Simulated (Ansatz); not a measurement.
Results of PBEsol-D3(BJ) (plane waves, PAW; Ansatz, a first-principles code) for pyrite PtAs2.

Settings: plane-wave cutoff 520 eV, 6×6×6 k mesh, Fermi–Dirac smearing 0.01 eV, scalar-relativistic PAW data made under PBE.

Properties against volume:

Shape and atoms are relaxed at each volume.

```json
[
 {"V (Å³/atom)": "16.618", "P (GPa)": "7.67", "direct gap at Γ (eV)": "1.921", "smallest gap on the k mesh (eV)": "0.590"},
 {"V (Å³/atom)": "16.965", "P (GPa)": "3.60", "direct gap at Γ (eV)": "1.837", "smallest gap on the k mesh (eV)": "0.491"},
 {"V (Å³/atom)": "17.311", "P (GPa)": "-0.01", "direct gap at Γ (eV)": "1.758", "smallest gap on the k mesh (eV)": "0.398"},
 {"V (Å³/atom)": "17.657", "P (GPa)": "-3.20", "direct gap at Γ (eV)": "1.682", "smallest gap on the k mesh (eV)": "0.309"},
 {"V (Å³/atom)": "18.003", "P (GPa)": "-6.04", "direct gap at Γ (eV)": "1.609", "smallest gap on the k mesh (eV)": "0.226"}
]
```

The fundamental gap (0.36 eV at the equilibrium volume, with added k points) lies elsewhere than Γ–Γ.

Note: the bulk modulus comes from volumes at which shape and atoms were relaxed.

Spin–orbit coupling is not included; with these elements it can move the gap by several tenths of an eV or more.
